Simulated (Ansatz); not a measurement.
**Short convergence ladders for Na2H4Pd (I4mm, 7 atoms in the cell)**

```yaml
crystal:
  lattice:
    - [-2.65012, 2.65012, 3.25943]
    - [2.65012, -2.65012, 3.25943]
    - [2.65012, 2.65012, -3.25943]
  atoms:
    - { symbol: Na, position: [0.75000, 0.25000, 0.50000] }
    - { symbol: Na, position: [0.25000, 0.75000, 0.50000] }
    - { symbol: H, position: [0.22018, 0.22018, 0.44036] }
    - { symbol: H, position: [0.77982, 0.77982, 0.55964] }
    - { symbol: H, position: [0.22018, 0.77982, 0.00000] }
    - { symbol: H, position: [0.77982, 0.22018, 0.00000] }
    - { symbol: Pd, position: [0.00767, 0.00767, 0.00000] }
```

Base method: LDA (PW92), default PAW files made with PBE (plane waves; Ansatz, an electronic-structure program).

Base settings: basis.ecutwfc = 420 eV; kpoints.mp_grid.grid = 7 7 7; hamiltonian.xc = lda; hamiltonian.pseudopotentials = {kind: paw} (the program's default PAW files); scf.occupations.method = fixed.

The count of work is k-points × plane waves × bands × iterations; it is no time. 

**The cutoff for other potential files**

Level: DFT, LDA (PW92), plane waves, harder PAW files (source: ansatz) made with PBE.

In this ladder: hamiltonian.pseudopotentials = {kind: paw, source: ansatz}.

The second cell is the first with its lattice scaled by 0.98.

The mesh stays at the base's, so the ladder's end is converged at best in this setting alone.

The first pressure column holds Ansatz's estimate of the finite-basis (Pulay) stress, which hides part of the cutoff error; the other is without it.

Only quantities that move along the ladder and can be compared are tabulated.

| basis.ecutwfc | free energy less the last step's (meV/atom) | energy of the compressed cell less the first (meV/atom) | pressure (GPa) | pressure without the Pulay estimate (GPa) | largest difference of a force vector from the last step's (eV/Å) | count of work / last |
|---|---|---|---|---|---|---|
| 360 eV | 867.82 | -6.61 | -2.72 | -58.25 | 0.042 | 0.11 |
| 440 eV | 142.71 | -4.70 | -2.35 | -14.37 | 0.024 | 0.14 |
| 560 eV | 7.89 | -5.01 | -2.41 | -3.26 | 0.002 | 0.21 |
| 680 eV | 0.97 | -5.05 | -2.41 | -2.46 | 0.001 | 0.28 |
| 800 eV | 0.54 | -5.06 | -2.42 | -2.43 | 0.000 | 0.35 |
| 960 eV | 0.34 | -5.06 | -2.42 | -2.42 | 0.000 | 0.47 |
| 1200 eV | 0.15 | -5.06 | -2.42 | -2.43 | 0.000 | 0.64 |
| 1600 eV | 0.00 | -5.06 | -2.42 | -2.42 | 0.000 | 1.0 |

Coarsest basis.ecutwfc that holds the pressure within 0.2 GPa of the last step, with all finer ones: 440 eV, at 0.14 of the last step's count of work; the step before is off by 0.31 GPa.

Coarsest basis.ecutwfc that holds the energy of the compressed cell less the first within 0.2 meV/atom of the last step, with all finer ones: 560 eV, at 0.21 of the last step's count of work; the step before is off by 0.36 meV/atom.

Coarsest basis.ecutwfc that holds the pressure without the Pulay estimate within 0.2 GPa of the last step, with all finer ones: 680 eV, at 0.28 of the last step's count of work; the step before is off by 0.84 GPa.

The energy difference between the two cells stays within 1 meV/atom of the last step's from 440 eV on, the total only from 680 eV on: much of the error is common to both cells and cancels.

At the lowest cutoff the pressure without the Pulay estimate lies 55.8 GPa under the last step's, the usual sign of Pulay stress in an incomplete plane-wave basis.

**The relaxed cell against the cutoff**

On Na2H4Pd (I4/mmm, 7 atoms in the cell): atoms on their sites.

In this ladder: relax = cell and atoms.

The mesh stays at the base's, so the ladder's end is converged at best in this setting alone.

Only quantities that move along the ladder and can be compared are tabulated.

```csv
basis.ecutwfc,relaxed volume (Å³/atom),relaxation steps
210 eV,12.425,59
250 eV,12.030,33
295 eV,12.087,16
355 eV,12.106,6
420 eV,12.101,4
505 eV,12.092,4
630 eV,12.088,4
840 eV,12.087,4
```

Coarsest basis.ecutwfc that holds the relaxed volume within 0.024 Å³/atom of the last step, with all finer ones: 295 eV; the step before is off by 0.057 Å³/atom.

At the lowest cutoff the cell relaxes to a volume 2.8 % larger than at the highest. Ansatz relaxes on a stress corrected for the finite basis.

On the base run: the starting cell comes from a database of computed structures (which also holds hypothetical and non-ambient phases and stackings), without a prior relaxation at this level. Its lattice was rescaled by up to half a per cent. One atom was moved a little off its site on purpose.

Keys are those of Ansatz 0.2.
